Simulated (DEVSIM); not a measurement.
System: illuminated Ge p-on-n cell, one wavelength, with a back-surface field, at 400 K.

Layer 1 from the left is Ge, thickness (μm) 0.0670, Na (cm⁻³) 1.8e18, τn (s) 2e-5, τp (s) 2.1e-5, absorption coefficient (cm⁻¹) 410. Layer 2 from the left is Ge, thickness (μm) 41.0, Nd (cm⁻³) 2.7e16, τn (s) 3.1e-5, τp (s) 3.1e-5, absorption coefficient (cm⁻¹) 410. Layer 3 from the left is Ge, thickness (μm) 0.780, Nd (cm⁻³) 2.9e18, τn (s) 3.1e-5, τp (s) 3.1e-5, absorption coefficient (cm⁻¹) 410.

Left contact: ohmic, minority electron recombination velocity 6e5 cm/s. Right contact: ohmic, minority hole recombination velocity 200 cm/s. Voltage is applied to the left contact. Recombination: SRH at mid-gap, radiative, Auger. Light enters at the left, 4.3e17 photons cm⁻² s⁻¹, one pass, no reflection. Mobility is μmin + (μ − μmin)/(1 + (N/Nref)^α).

Constants are typed, rounded textbook-type inputs, not results; the design itself was drawn at random and stands for no fabricated device. Values at 300 K; Nc and Nv go as T^1.5, mobilities as T to minus their exponent, the gap by Varshni's rule with the affinity fixed.

Ge: gap (eV) 0.664, affinity (eV) 4, permittivity 16, Nc (cm⁻³) 1.04e19, Nv (cm⁻³) 6e18, μn (cm²/Vs) 3900, μp (cm²/Vs) 1900, μn,min 150, μp,min 100, Nref,n 2.6e17, Nref,p 4e17, αn 0.56, αp 0.6, T exponent of μn 1.66, T exponent of μp 2.33, B (cm³/s) 6.4e-14, Cn (cm⁶/s) 1e-31, Cp (cm⁶/s) 1e-31, Varshni α (eV/K) 0.000477, Varshni β (K) 235.

DEVSIM, 1D drift-diffusion, Boltzmann statistics, complete ionisation; no tunnelling, impact ionisation, image-force lowering or self-heating.

What does the simulation give for the potential step across the device at zero bias, the dark forward voltage at 100 A/cm²?

potential step across the device at zero bias 0.509 V; dark forward voltage at 100 A/cm² 0.260 V.
